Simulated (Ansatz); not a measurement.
```xyz
2
Lattice="11.0000 0.0000 0.0000 0.0000 11.0000 0.0000 0.0000 0.0000 5.0520" Properties=species:S:1:pos:R:3 pbc="T T T"
Zr     5.5000     5.5000     0.0000
Zr     5.5000     5.5000     2.5260
```

Level of theory: PBE (plane waves to 420 eV, PAW; Ansatz, an electronic-structure program). Mesh 1×1×58. Collinear spin, started with parallel moments, and moments remain. It repeats along c; a and b span vacuum. A model structure. It keeps the symmetry and period of its start, so it need not be a minimum against all distortions. Pairing along the axis, which can open a gap, is among the distortions not tried. Fermi–Dirac width 0.02 eV. Buckling under compression is shut out by symmetry and the short period.

Say what this body is, and give its properties.

Free linear chain of Zr atoms. A hypothetical model.
- net spin moment: 1.27 μB a period
- PBE gap: none (under 0.01 eV)
- work function (PBE): 3.63 eV
- axial stiffness dF/dε: 30 nN
